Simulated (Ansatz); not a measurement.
```
CELL_PARAMETERS angstrom
      0.00000     2.81109     2.74082
      2.81109     0.00000     2.74082
      2.81109     2.81109     0.00000
ATOMIC_POSITIONS crystal
  Ge 0.00000 0.00000 0.00000
  Ge 0.25000 0.25000 0.25000
```

No spin polarisation.

All numbers come from LDA (Ansatz, a first-principles code; PAW; 420 eV plane waves; scalar-relativistic without spin-orbit coupling). Settings: 14×14×14 k-points, 0.05 eV Fermi–Dirac smearing.

**Question.** What is the computed band gap?

**Answer.** Zero.

**Question.** Estimate the pressure (mean of the normal stresses, compression positive).

**Answer.** 1.9 GPa.

The cells carry an imposed strain or load. No phonon test of stability was made. The cell was made from Ge in the diamond structure (space group Fd-3m, No. 227) by this change: uniaxial strain ε_zz = −2.50 %. Gaps under 0.05 eV, about the width of the smearing, are given as zero. The zero or small gap of Ge can change with the level of theory.
